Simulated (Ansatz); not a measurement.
## What each level gives and costs: CsSnI3 (Pm-3m, 5 atoms in the cell)

```yaml
crystal:
  lattice:
    - [6.27554, 0.00000, 0.00000]
    - [0.00000, 6.27554, 0.00000]
    - [0.00000, 0.00000, 6.27554]
  atoms:
    - { symbol: Cs, position: [0.50000, 0.50000, 0.50000] }
    - { symbol: Sn, position: [0.00000, 0.00000, 0.00000] }
    - { symbol: I, position: [0.50000, 0.00000, 0.00000] }
    - { symbol: I, position: [0.00000, 0.50000, 0.00000] }
    - { symbol: I, position: [0.00000, 0.00000, 0.50000] }
```

Program: Ansatz (a first-principles code), default PAW files made with PBE; each row names its functional.

Base settings: basis.ecutwfc = 420 eV; kpoints.mp_grid.grid = 3 3 3; hamiltonian.xc = pbe0; hamiltonian.pseudopotentials = {kind: paw} (the program's default PAW files); scf.occupations.method = fermi_dirac; scf.occupations.width = 0.02 eV.

Differences are taken from PBE0, a reference of convenience: it is no measurement, and no ranking of the functionals follows.

Core times come from one kind of shared machine and are given to one figure; runs under 30 s give none.

The starting cell comes from a database of computed structures (which also holds hypothetical and non-ambient phases and stackings), without a prior relaxation at this level. Its lattice was rescaled by a random factor within 2.5 % of one. Ansatz's pressure includes its estimate of the finite-basis (Pulay) stress. A gap is left out here, as mesh or smearing make it unsure.

```
level  pressure less reference (GPa)  core time / reference (rough)
-----  -----------------------------  -----------------------------
PBE                             0.35                              –
HSE06                           0.00                              1
PBE0                            0.00                              1
```

Keys are those of Ansatz 0.2.
